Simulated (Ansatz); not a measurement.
Abridged Ansatz (an electronic-structure program) output:

```
Relaxation: its limit of steps is 50 (relax.max_steps)
Pseudopotential: Ge, paw, valence charge 14
Crystal: 2 atoms, lattice volume = 39.434 Å³
Basis set: ecut = 420 eV, 749 PW (Γ), exchange–correlation on 54×54×54 points (8 copies of the dense FFT grid, shifted against one another)
Bands: 18, of which v1, the nominal top of the filled ones, is band 14 counted from 1 (13 counted from 0)
Symmetry: 48 space group operations
k-points: 104 of 2744
Functional: x = pbesol(κ = 0.804, μ = 0.12345679012345678), c = pbesol(β = 0.046)
SCF iter   1: F=—  HF=-8506.856786 eV  |F-HF|=—  |Δ(HF+E_count)|=         —  Δρ=4.19e-2  dr2=5.52e-1  ethr=3.10e-3  ⟨swp⟩=6.0  Hψ=9116  notcnv=0
SCF iter   2: F=—  HF=-8506.772703 eV  |F-HF|=—  |Δ(HF+E_count)|=   8.41e-2  Δρ=1.94e-2  dr2=9.65e-2  ethr=1.97e-3  ⟨swp⟩=2.0  Hψ=3101  notcnv=0
SCF 1 converged in 8 iterations: F = -8506.766787 eV  dr2 = 7.74e-13
relax step   1: F+E_penalty+E_count = -8506.76678694 eV  Δ(F+E_penalty+E_count) = +0.000e0 eV  max|allowed force component| = 1.156e-18 eV/Å  Δτ_max = 0.0000 Å  (8 SCF iters, accepted)
SCF converged after 8 iterations
Free energy (F): -8506.766787 eV
Internal energy: -8506.766645 eV  (E = F + TS)
E sigma→0 (E₀):  -8506.766716 eV
Entropy (-TS):   -0.000142 eV (-0.071 meV/atom)
Fermi energy:    10.492983 eV
--- Forces (eV/Å), atoms counted from 1 ---
  atom   1  Ge     0.00000000    -0.00000000    -0.00000000
  atom   2  Ge     0.00000000    -0.00000000    -0.00000000
--- Stress (GPa, compression-positive) ---
       14.142314       0.000000       0.000000
        0.000000      14.142314      -0.000000
        0.000000       0.000000      14.142314
  P = ⅓ Tr σ = 14.1423 GPa (141.423 kbar)
--- Relaxed structure (1 steps of the walk, 1 accepted, 0 SCFs on fresh bases) ---
  atoms:
    - { symbol: Ge, position: [0.49999999999999994, 0.49999999999999994, 0.49999999999999994] }
    - { symbol: Ge, position: [0.7499999999999999, 0.7499999999999999, 0.7499999999999999] }
```

Problem. What was computed, and what are the main results?

Solution. Ge, 2 atoms in the cell, with plane-wave PAW DFT at the PBEsol level (Ansatz, 420 eV), no spin-orbit coupling, earlier PAW set. The last SCF converged to F = -8506.766787 eV, or -4253.3834 eV per atom, at a pressure of 14.14 GPa. The total energy compares only with runs of the same code, potentials and settings.

The cells carry an imposed strain or load. No phonon test of stability was made. The cell was made from Ge in the diamond structure (space group Fd-3m, No. 227) by this change: isotropic strain −4.81 %.

Keys are those of Ansatz 0.2.
